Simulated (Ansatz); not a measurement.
Start from NiSi2 (space group Fm-3m, No. 225; a = 5.444 Å; non-magnetic).

(Cell as relaxed with PBE.)

Levels (all Ansatz, a first-principles code, PAW, earlier PAW set): PBE (420 eV, no SOC); r2SCAN (500 eV, without spin-orbit coupling).

Each level relaxes its own structure.

```tsv
base	PBE	r2SCAN
volume per atom	13.45 Å³	13.05 Å³
lattice parameter a	5.444 Å	5.390 Å
band gap	zero	zero
```

It is then changed as follows: full substitution Si → Os; the structure is relaxed again.

```
quantity                           PBE   r2SCAN
-----------------------------  -------  -------
shortest interatomic distance  2.436 Å  2.418 Å
band gap                          zero     zero
```

PBE's shortest interatomic distance lies 0.018 Å above r2SCAN's (0.8 %); the two agree on the band gap. Neither level is exact; r2SCAN is the comparison here, not a measurement.

Stability against distortions was not tested. As relaxed here, NiOs2 is a hypothetical phase, not in the database extracts checked. Starting moments died away, wholly or in part, for Si → Os and the base; another magnetic solution may exist. The final runs are not spin-polarised.
